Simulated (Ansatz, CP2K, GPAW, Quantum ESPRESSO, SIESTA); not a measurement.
**One structure in several programs: CdPd₃ (I4/mmm, 4 atoms in the cell)**

Self-consistent single point.

```
CELL_PARAMETERS angstrom
     -1.95519     1.95519     3.88156
      1.95519    -1.95519     3.88156
      1.95519     1.95519    -3.88156
ATOMIC_POSITIONS crystal
  Cd 0.00000 0.00000 0.00000
  Pd 0.75000 0.25000 0.50000
  Pd 0.25000 0.75000 0.50000
  Pd 0.50000 0.50000 0.00000
```

Shared settings, as Ansatz (a first-principles code) writes them: kpoints.mp_grid.grid = 8 8 8; scf.occupations.method = fermi_dirac; scf.occupations.width = 0.1 eV. Potentials and cutoffs stand in the table.

```csv
code,model,pressure (GPa),cutoff
GPAW,"LDA (Perdew-Wang 92), GPAW PAW datasets LDA (gpaw-data 1.0.1)",1.86,550 eV
Quantum ESPRESSO,"LDA (PZ), GBRV 1.5 ultrasoft (LDA) pseudopotentials",2.83,40 Ry
SIESTA,"LDA PW92, numerical atomic orbitals DZP, PseudoDojo LDA standard norm-conserving potentials (rewritten from UPF to PSML)",-0.82,grid 300 Ry
Ansatz,"LDA (PW92), PAW files made with PBE",1.92,420 eV
CP2K,"LDA (Pade form), GPW, DZVP-MOLOPT-SR-GTH basis, GTH-PADE potentials (GTH_POTENTIALS)",3.48,grid 500 Ry
```

On Ansatz's run: spin polarisation is off.

The spread over the programs that give each value: pressure within 4.30 GPa.

SIESTA and CP2K use small atom-centred bases, whose incompleteness enters pressures, forces and empty levels differently from a plane-wave cutoff. Ansatz's pressure is given at a fixed set of plane waves, as the other plane-wave codes print theirs. The same LDA comes in different parametrisations, which differ slightly. In the pressure, SIESTA (by 2.73) and CP2K (by 1.56) lie more than 1 GPa from the median of the plane-wave programs.

The starting cell comes from a database of computed structures (which also holds hypothetical and non-ambient phases and stackings), without a prior relaxation at this level. Its lattice was rescaled by a random factor within 2.5 % of one.

Keys are those of Ansatz 0.2.
